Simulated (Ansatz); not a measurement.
Density of states of Ge (Fd-3m) above the conduction band minimum, HSE06, rigid bands in Ansatz (a program for electronic structure); cell volume 45.7 Å³.

```csv
energy from edge (eV),10⁻³ states/eV/cell
0.006,4.05
0.031,21.1
0.056,30.2
0.081,37.7
0.106,44.3
0.131,50.3
0.156,56.4
0.181,61.8
0.206,67.1
0.231,72.5
0.256,77.8
0.281,83.2
0.319,130
0.344,162
0.369,186
0.394,209
0.419,232
0.444,254
0.469,278
0.494,306
0.519,346
0.544,378
0.569,405
0.594,433
```

### Question
What effective density of states at 300 K does this give (∫ g(E) exp(−E/k_BT) dE, both spins, divided by the cell's size)?

### Answer
8.7e18 cm⁻³, a density-of-states mass of 0.49 mₑ, valleys and band degeneracy included.

Spin-orbit coupling is left out. Geometry: cell and atoms relaxed with PBEsol.
